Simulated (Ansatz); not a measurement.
System: CsCl-type FeAl. Method: PBE in Ansatz (plane waves, PAW).

Numerical settings: plane-wave cutoff 520 eV, 16×16×16 k mesh, Fermi–Dirac smearing 0.1 eV, perturbation theory, no spin polarisation, scalar-relativistic PAW data made under PBE.

Computed at the level's own relaxed cell.

Harmonic phonon frequencies (cm⁻¹; i marks an imaginary mode):

```csv
q point,frequencies
Γ,?
X,225 225 234 289 289 337
M,107 107 267 290 389 389
R,216 216 216 352 352 352
```

Q: What belongs in the gaps?

A: 
- Γ, frequencies: 0 0 0 348 348 348

No imaginary mode appears at these points.

Ansatz is an electronic-structure program.
